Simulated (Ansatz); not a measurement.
Functionals compared on the (113) surface of tetragonal indium in its 1x1 cell, outermost plane spacing 0.68 Å in the ideal cut, in Ansatz (plane waves, PAW). The structure was relaxed with PBE; the other rows are single points on it. Cutoff 420 eV (500 eV for r2SCAN).

Slab: 16 atoms, 10.1 Å thick at the start (thin: gaps and levels are the slab's own); k 8x5x1, smearing 0.1 eV, dipole-corrected; all atoms relaxed; held to the part of the start's symmetry that mesh and held atoms allow; no spin, no spin-orbit, no U. These notes are the PBE run's.

```json
[
 {"functional": "PBE", "work function of the top face (eV)": "3.79", "rough cost of the single point": "–"},
 {"functional": "LDA", "work function of the top face (eV)": "4.07", "rough cost of the single point": "roughly 4 core-minutes"},
 {"functional": "PBEsol", "work function of the top face (eV)": "___", "rough cost of the single point": "around 4 core-minutes (rough)"},
 {"functional": "RPBE", "work function of the top face (eV)": "3.67", "rough cost of the single point": "around 4 core-minutes (rough)"},
 {"functional": "r2SCAN", "work function of the top face (eV)": "3.92", "rough cost of the single point": "about 8 core-minutes (a rough figure)"}
]
```

Q: Fill in the missing entries.

A: 
- PBEsol, work function of the top face (eV): 3.87

Ansatz is an electronic-structure program.
